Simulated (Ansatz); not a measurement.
ZnGeP2: energy against strain

ZnGeP2 (chalcopyrite, I-42d, 19.694 Å³/atom and stress up to 0.01 GPa in the relaxed cell, c along z) under a strain ε along c (axis z), the other axes held. PBEsol in Ansatz, a plane-wave DFT program (PAW, default set), 420 eV, 9×9×9 Γ-centred mesh, Fermi-Dirac smearing 0.05 eV; ions are relaxed, or left where forces stay under 0.02 eV/Å, within the symmetry of each cell.

Here s stands for strain and y for E less E0.

```
strain (%)  E less E0 (meV/atom)
----------  --------------------
-3.00                          ?
-1.50                       1.81
-0.75                       0.45
0.00                        0.00
0.75                        0.45
1.50                        1.78
```

### Question
Using a parabola, estimate the missing y at s = -3.00 from the other rows, showing the fit.

### Answer
Least squares gives y = 0.001 - 0.0080·s + 0.7975·s². Residuals (row less fit): 0.003, -0.006, -0.001, 0.006, -0.003; standard error 0.007 (degrees of freedom: 2). Twice the quadratic coefficient over the volume, 2 × 0.7975 meV × 10⁴ × 0.1602 / 19.694 Å³, is the elastic constant C33 = 129.8 ± 0.5 GPa (± standard error of the fit, which holds the terms cut off). At the withheld row, y = 0.001 - 0.0080 × (-3.00) + 0.7975 × (-3.00)² = 7.203 meV/atom. The calculation gives 7.36 meV/atom, 0.157 meV/atom above the prediction (2.1 % of the range of y in the table). The row lies outside the fitted rows, so this is an extrapolation. From the scatter of the fitted rows alone, a prediction at this place has a standard error of 0.028 meV/atom, so the miss is 5.6 times that.

A polynomial of degree 3 through the 8 other runs of the series gives 7.36 there, so most of the miss is curvature that the fit leaves out. Rows are the converged runs of the series near zero and its far end; series whose fitted rows scatter by over a few per cent of the range, as at a crossing or softening among them, aren't shown in this form, nor equations of state whose B0' disagrees with the runs' pressures. Most that stay on the fit to the last digits aren't either.
